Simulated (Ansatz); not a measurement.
**A computed series for TiO2: response to strain**

Consider TiO₂ in the anatase structure (space group I4_1/amd, No. 141; a = 3.770 Å, c = 9.552 Å). Axes: x, y, z lie along a, b, c of the conventional cell.

Strains are applied to the cell and any free atomic positions relax; under biaxial strain the out-of-plane vector relaxes too.

The values are results of PBEsol in Ansatz (plane waves to 420 eV, PAW, no SOC), not measurements.

Candidates:
(a) isotropic strain +0.20 %
(b) tensor shear ε_xy = −3.20 %
(c) biaxial strain −3.66 %, plane normal [001], relaxed out of plane

Notes on the quantities. energy relative to the base: free energy F.

**Question.** Order them by energy relative to the base, highest first.

**Answer.** (c) biaxial strain −3.66 %, plane normal [001], relaxed out of plane (+26 meV/atom), (b) tensor shear ε_xy = −3.20 % (+8.8 meV/atom), (a) isotropic strain +0.20 % (+0.2 meV/atom)

Whether these cells are dynamically stable was not tested. The final runs are not spin-polarised.

Ansatz is a first-principles code.
